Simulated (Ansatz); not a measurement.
The starting structures come from a database of crystals and need not be the phases stable at ambient conditions.

Tunnelling through a barrier is set by its complex band structure: the current falls as exp(−2κd) with the smallest κ.

Input:

```
NaF2H
1.0
    3.47501     0.00000     0.00000
    0.00000    13.82495     0.00000
    1.73751     4.60832     1.00315
Na H F
1 1 2
Direct
  0.00000   0.00000   0.00000
  0.00000   0.50000   0.00000
  0.00000   0.41727   0.00000
  0.00000   0.58273   0.00000
```

Space group of this cell: R-3m. The cell was relaxed by PBE-D3(BJ); by r2SCAN its mean pressure is -1.6 GPa.

Transport runs along the normal of the first two printed cell vectors, the (100) plane of the conventional cell.

No gap correction and no spin-orbit coupling; mid-gap values are interpolated between computed energies.

### Question
Compute, with r2SCAN run with Ansatz (a first-principles code), the band gap and the smallest decay constant κ at mid-gap.

### Answer
Gap 7.69 eV on a 28×28×28 mesh; κ = 0.636 1/Å, at the zone centre.
